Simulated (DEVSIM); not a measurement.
Device: Cr/SiO2/n-Si capacitor, at 300 K.

```csv
layer (left to right),material,thickness (nm),Nd (cm⁻³)
1,SiO2,9.60,-
2,Si,1000,3.3e17
```

Metal gate on the left, work function 4.5 eV. Fixed charge at the semiconductor interface 1.8e11 cm⁻² (in units of +e); no interface traps.

Constants are typed, rounded textbook-type inputs, not results; the design itself was drawn at random and stands for no fabricated device. Values at 300 K.

```tsv
parameter	SiO2	Si
gap (eV)	9	1.124
affinity (eV)	0.9	4.05
permittivity	3.9	11.7
Nc (cm⁻³)	-	2.86e19
Nv (cm⁻³)	-	3.1e19
```

Model (solved in DEVSIM): 1D Poisson equation in equilibrium, Boltzmann statistics, complete ionisation; no quantum confinement or tunnelling. Metal contacts follow the ideal Schottky-Mott rule: no Fermi-level pinning, no interface dipoles.

### Question
Tabulate band edges, carrier densities and field at -1.6 V on the gate.

### Answer
Energies count from the Fermi level of the right contact; mesh points crowd at the junctions.

| x (μm) | Ec (eV) | Ev (eV) | n (cm⁻³) | p (cm⁻³) | field (V/cm) |
|---|---|---|---|---|---|
| 0.000 | 5.200 | -3.800 | < 1e2 | < 1e2 | -1000000 |
| 0.001097 | 5.085 | -3.915 | < 1e2 | < 1e2 | -1000000 |
| 0.002859 | 4.900 | -4.100 | < 1e2 | < 1e2 | -1000000 |
| 0.005701 | 4.602 | -4.398 | < 1e2 | < 1e2 | -1000000 |
| 0.008414 | 4.318 | -4.682 | < 1e2 | < 1e2 | -1000000 |
| 0.009507 | 4.203 | -4.797 | < 1e2 | < 1e2 | -1000000 |
| 0.01057 | 1.014 | -0.110 | 270 | 4.3e17 | -300000 |
| 0.01376 | 0.920 | -0.204 | 9800 | 1.2e16 | -280000 |
| 0.01928 | 0.773 | -0.351 | 3000000 | 3.9e13 | -250000 |
| 0.02975 | 0.535 | -0.589 | 3.0e10 | 3.9e9 | -200000 |
| 0.05181 | 0.217 | -0.907 | 6.5e15 | 18000 | -88000 |
| 0.1165 | 0.115 | -1.009 | 3.3e17 | 350 | -32 |
| 0.2283 | 0.115 | -1.009 | 3.3e17 | 350 | ≈ 0 |
| 0.4409 | 0.115 | -1.009 | 3.3e17 | 350 | ≈ 0 |
| 0.7805 | 0.115 | -1.009 | 3.3e17 | 350 | ≈ 0 |
| 0.8937 | 0.115 | -1.009 | 3.3e17 | 350 | ≈ 0 |
| 0.9532 | 0.115 | -1.009 | 3.3e17 | 350 | ≈ 0 |
| 0.9815 | 0.115 | -1.009 | 3.3e17 | 350 | ≈ 0 |
| 0.9994 | 0.115 | -1.009 | 3.3e17 | 350 | ≈ 0 |
| 1.005 | 0.115 | -1.009 | 3.3e17 | 350 | ≈ 0 |
| 1.008 | 0.115 | -1.009 | 3.3e17 | 350 | ≈ 0 |
| 1.010 | 0.115 | -1.009 | 3.3e17 | 350 | ≈ 0 |
